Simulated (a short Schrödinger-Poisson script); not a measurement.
System: gated Al0.4Ga0.6N/GaN polarisation-induced gas, at 300 K.

| layer | material | thickness (nm) | Na (cm⁻³) |
|---|---|---|---|
| 1 | Al0.4Ga0.6N | 30 | - |
| 2 | GaN | 6000 | 1e14 |

The device is made up for the run: typed textbook-type constants, with dimensions and the other settings drawn at random. Al0.4Ga0.6N: permittivity 9.26, conduction-band edge (eV) 0.58, gap (eV) 4.258, electron mass (mₑ) 0.248, Nv at 300 K (cm⁻³) 4.6e19. GaN: permittivity 9.5, conduction-band edge (eV) 0, gap (eV) 3.43, Nv at 300 K (cm⁻³) 4.6e19.

Channel valleys (confinement mass, in-plane density-of-states mass, number): Γ 0.2, 0.2, 1. At the gate the conduction-band edge of layer 1 lies 1.36 eV − eVg above the Fermi level of the channel; the field vanishes at the back. Sheet of polarisation charge: +2e13 e/cm² at 30 nm from the gate. The barrier under the gate holds no holes. Gaps are held at their typed values at every temperature. Mesh 0.08 nm at interfaces.

Solved with a short Schrödinger-Poisson script written for these runs: 1D Poisson equation in equilibrium, electrons quantum, Hartree (BenDaniel-Duke, 40 states a valley, the channel's in-plane mass for all, wave functions free to enter the barrier), parabolic valleys, classical holes, full ionisation, no traps, pinning or gate leakage.

The same stack at other levels of the model or other numerical settings:

```csv
run,sheet density of all electrons at Vg = 0.5 V (cm⁻²),sheet density of all electrons at Vg = -6.5 V (cm⁻²),capacitance at Vg = 0.5 V (μF/cm²),centroid of the channel electrons at Vg = 0.5 V (nm),rough cost against the base
base,1.86e13,7.03e12,0.268,1.98,about 1
"electrons treated as classical, Boltzmann",1.92e13,7.32e12,0.272,0.78,0.02
"electrons treated as classical, Fermi-Dirac",1.86e13,7.11e12,0.265,1.77,0.09
"electrons treated as quantum, Hartree plus LDA exchange-correlation",1.87e13,7.10e12,0.267,1.81,2
mesh six times as coarse,1.86e13,7.02e12,0.268,1.91,0.3
one subband a valley,1.85e13,7.01e12,0.266,1.64,0.6
```

The classical rows ignore confinement, and Boltzmann statistics overrate the density once the band edge passes the Fermi level.
